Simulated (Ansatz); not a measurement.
**KTaO3, response to strain**

The reference is KTaO₃ in the cubic perovskite structure (space group Pm-3m, No. 221; a = 4.024 Å).

Strains are applied to the cell and any free atomic positions relax.

The values are results of PBE (Ansatz, a quantum-chemistry and plane-wave program, PAW, without spin-orbit coupling), not measurements.

| variant | volume per atom | band gap | pressure |
|---|---|---|---|
| base | 13.04 Å³ | 2.16 eV | 0.01 GPa |
| isotropic strain +0.60 % | 13.27 Å³ | 2.12 eV | -3.24 GPa |
| isotropic strain +1.20 % | 13.51 Å³ | 2.08 eV | -6.21 GPa |
| isotropic strain +1.80 % | 13.75 Å³ | [?] | [?] |
| isotropic strain +2.40 % | 14.00 Å³ | 1.99 eV | -11.41 GPa |
| isotropic strain +3.00 % | 14.24 Å³ | 1.95 eV | -13.67 GPa |

Task: Complete the table.

Result: 
- isotropic strain +1.80 %, band gap: 2.03 eV
- isotropic strain +1.80 %, pressure: -8.93 GPa

With Ta present, leaving out spin-orbit coupling can change the band edges. Stability against distortions was not tested.
